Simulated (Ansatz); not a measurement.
Consider Mg₂Sn (space group Fm-3m, No. 225).

```yaml
crystal:
  lattice:
    - [0.00000, 3.40806, 3.40806]
    - [3.40806, 0.00000, 3.40806]
    - [3.40806, 3.40806, 0.00000]
  atoms:
    - { symbol: Sn, position: [0.00000, 0.00000, 0.00000] }
    - { symbol: Mg, position: [0.25000, 0.25000, 0.25000] }
    - { symbol: Mg, position: [0.75000, 0.75000, 0.75000] }
```

Cartesian axes are those of the cell as printed.

Method: Ansatz (a first-principles code), PBE, PAW, cutoff 420 eV, scalar-relativistic without spin-orbit coupling.

It is then changed as follows: an isotropic linear strain of −2.67 %, atoms relaxed at fixed cell.

Predict the stress tensor and what it implies for the stiffness.

Stress of the strained cell less that of the base (GPa, compression positive):
```
    3.9     0.0     0.0
    0.0     3.9     0.0
    0.0     0.0     3.9
```

Then B = −ΔP/(ΔV/V₀) with ΔV/V₀ = -0.0780 gives secant stiffness values (nonlinear terms included at this strain): B ≈ 50 GPa.

As a check, the harmonic strain energy −½ V₀ Δσ:ε is 26 meV/atom; the computed energy rise is 23 meV/atom.

Stability against distortions was not tested.
